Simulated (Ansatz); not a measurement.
## Fermi-surface data of Ni3ZnN (Pm-3m)

Input:

```xyz
5
Lattice="3.7102 0.0000 0.0000 0.0000 3.7102 0.0000 0.0000 0.0000 3.7102" Properties=species:S:1:pos:R:3 pbc="T T T"
Zn     0.0000     0.0000     0.0000
Ni     0.0000     1.8551     1.8551
Ni     1.8551     0.0000     1.8551
Ni     1.8551     1.8551     0.0000
N      1.8551     1.8551     1.8551
```

All values below come from PBEsol, rigid bands (plane waves, PAW, scalar-relativistic; Ansatz, a quantum-chemistry and plane-wave program). How the cell was made: cell and atoms relaxed with PBEsol.

The density of states at the Fermi level is 2.50 states/(eV·cell), both spins and the bare Sommerfeld coefficient is 1.18 mJ/(mol of atoms·K²). The drude plasma energy comes out as 3.6 eV, the root-mean-square Fermi velocity is 3.2e5 m/s and the resistivity times τ comes out as 38 ×10⁻²² Ω·m·s.

A metal at this level (no band gap); rigid bands, thermally averaged at 300 K, both spins. Spin-orbit coupling is left out. τ is one relaxation time for all states.

Computed structure with no diffraction record at hand here (it may be known, metastable or hypothetical): Ni3ZnN (Pm-3m). Treated as nonmagnetic (a ferromagnetic start lost its moment, other orders weren't tried): Ni3ZnN (Pm-3m).
